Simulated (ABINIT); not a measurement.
A series of runs on TePt (Pm-3m, 2 atoms in the cell)

```cif
data_PtTe
_chemical_formula_sum 'Pt1 Te1'
_space_group_name_H-M_alt 'P 1'
_space_group_IT_number 1
_cell_length_a 3.33771
_cell_length_b 3.33771
_cell_length_c 3.33771
_cell_angle_alpha 90.000
_cell_angle_beta 90.000
_cell_angle_gamma 90.000
loop_
_space_group_symop_operation_xyz
  'x, y, z'
loop_
_atom_site_label
_atom_site_type_symbol
_atom_site_fract_x
_atom_site_fract_y
_atom_site_fract_z
_atom_site_occupancy
Pt1 Pt 0.00000 0.00000 0.00000 1
Te1 Te 0.50000 0.50000 0.50000 1
```

Base run A: LDA (PW92), PAW (JTH v2.0 LDA PAW) run with ABINIT, self-consistent single point.

Its settings: pseudos = [Pt.LDA_PW-JTH.xml, Te.LDA_PW-JTH.xml]; ecut = 571 eV; pawecutdg = 1143 eV; pawxcdev = 0; occopt = 6; tsmear = 0.00367493 Ha; ngkpt = 5 5 5; nshiftk = 1; shiftk = 0 0 0; potentials = JTH v2.0 LDA PAW; nband = 13; kptopt = 1; nstep = 60; tolvrs = 1e-11.

The starting cell was generated: these elements placed on a structure prototype, without a prior relaxation; it need not be a known phase or ordering of this composition. Spin polarisation is off. In the base run, with a pressure of about 7 GPa the cell is away from its equilibrium volume at this level. Without a gap this mesh is coarse (it stands for a supercell whose shortest vector is 17 Å).

Runs:
- B: pseudos: [Pt.LDA_PW-JTH.xml, Te.LDA_PW-JTH.xml] → [Pt.GGA_PBE-JTH.xml, Te.GGA_PBE-JTH.xml]; potentials: JTH v2.0 LDA PAW → JTH v2.0 PBE PAW [PBE]
- C: pseudos: [Pt.LDA_PW-JTH.xml, Te.LDA_PW-JTH.xml] → [Pt.GGA_PBE-JTH.xml, Te.GGA_PBE-JTH.xml]; potentials: JTH v2.0 LDA PAW → JTH v2.0 PBE PAW; ixc: default → -116133 [PBEsol]
- D: pseudos: [Pt.LDA_PW-JTH.xml, Te.LDA_PW-JTH.xml] → [Pt.GGA_PBE-JTH.xml, Te.GGA_PBE-JTH.xml]; potentials: JTH v2.0 LDA PAW → JTH v2.0 PBE PAW; ixc: default → 15 [RPBE]
- E: pseudos: [Pt.LDA_PW-JTH.xml, Te.LDA_PW-JTH.xml] → [Pt.GGA_PBE-JTH.xml, Te.GGA_PBE-JTH.xml]; potentials: JTH v2.0 LDA PAW → JTH v2.0 PBE PAW; ixc: default → 14 [revPBE]
- F: pseudos: [Pt.LDA_PW-JTH.xml, Te.LDA_PW-JTH.xml] → [Pt.GGA_PBE-JTH.xml, Te.GGA_PBE-JTH.xml]; potentials: JTH v2.0 LDA PAW → JTH v2.0 PBE PAW; ixc: default → -106131 [BLYP]
- G: pseudos: [Pt.LDA_PW-JTH.xml, Te.LDA_PW-JTH.xml] → [Pt.GGA_PBE-JTH.xml, Te.GGA_PBE-JTH.xml]; potentials: JTH v2.0 LDA PAW → JTH v2.0 PBE PAW; ixc: default → 23 [Wu-Cohen GGA]
- H: pseudos: [Pt.LDA_PW-JTH.xml, Te.LDA_PW-JTH.xml] → [Pt.GGA_PBE-JTH.xml, Te.GGA_PBE-JTH.xml]; potentials: JTH v2.0 LDA PAW → JTH v2.0 PBE PAW; ixc: default → -109134 [PW91]

```
run  pressure (GPa)
---  --------------
A              7.48
B             17.30
C             10.83
D        (withheld)
E             19.15
F             28.29
G             12.22
H        (withheld)
```

Problem. Some entries are withheld; supply them.

Solution. 
- D, pressure (GPa): 19.88
- H, pressure (GPa): 17.97
